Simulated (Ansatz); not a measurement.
We consider Ga (model structure, started from the hcp type, P6₃/mmc, No. 194, 2 atoms in the cell), described by r²SCAN (Ansatz, a quantum-chemistry and plane-wave program, plane waves, PAW).

Settings: plane-wave cutoff 560 eV, 24×24×12 k mesh (along the axes of the cell as run), Fermi–Dirac smearing 0.05 eV, scalar-relativistic PAW data made under PBE.

Cell (relaxed at this level):

```cif
data_Ga2
_chemical_formula_sum 'Ga2'
_space_group_name_H-M_alt 'P 1'
_space_group_IT_number 1
_cell_length_a 2.91788
_cell_length_b 2.91788
_cell_length_c 4.87444
_cell_angle_alpha 90.000
_cell_angle_beta 90.000
_cell_angle_gamma 120.000
loop_
_space_group_symop_operation_xyz
  'x, y, z'
loop_
_atom_site_label
_atom_site_type_symbol
_atom_site_fract_x
_atom_site_fract_y
_atom_site_fract_z
_atom_site_occupancy
Ga1 Ga 0.33333 0.66667 0.25000 1
Ga2 Ga 0.66667 0.33333 0.75000 1
```

### Question
Predict the bulk modulus B0.

### Answer

- bulk modulus B0 = 56.8 GPa

The run finds no gap.

Note: the bulk modulus is −V dP/dV from two relaxed cells at ±2 % in volume; the relaxation could raise the start's symmetry but not lower it, so the cell can be a saddle point.

Computed values are for the static lattice.

A model structure was made by putting elements into a prototype or built by hand; it is no filed structure, need not be a known phase, and can be a saddle point held by its symmetry.
